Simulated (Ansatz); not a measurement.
The starting structures come from a database of crystals and need not be the phases stable at ambient conditions.

## Evanescent states of Ba2TaBiO6 (R-3, 10 atoms a cell, 16.2 Å³ an atom, -4 GPa at this level) along the normal of (001)

Level of theory: r2SCAN (plane waves, PAW; Ansatz, a first-principles code).

The gap is the functional's own. No spin-orbit coupling. Mid-gap values are those at the computed energy nearest the middle.

Energies count from the valence-band top; κ is the least over a 6×6 mesh across the current.

```csv
E (eV),κ (1/Å),where
0.07,0.098,off Γ
0.23,0.151,off Γ
0.38,0.186,off Γ
0.53,0.212,off Γ
0.68,0.232,off Γ
0.82,0.248,off Γ
0.97,0.260,off Γ
1.12,0.269,off Γ
1.27,0.275,off Γ
1.43,0.278,off Γ
1.57,0.278,off Γ
1.73,0.276,off Γ
1.88,0.271,off Γ
2.02,0.262,off Γ
2.17,0.251,off Γ
2.33,0.234,off Γ
2.48,0.213,off Γ
2.62,0.184,off Γ
2.77,0.141,off Γ
2.92,0.058,off Γ
```

**Question.** How thick must the barrier be to attenuate the transmission by 10^6 when the electrodes' Fermi level lies at 0.38 eV, and what attenuation does that film give at 1.27 eV?

**Answer.** d = 6 ln 10 / (2 × 0.186) = 37.1 Å. At 1.27 eV it gives 6 × 0.275/0.186 = 8.9 decades.
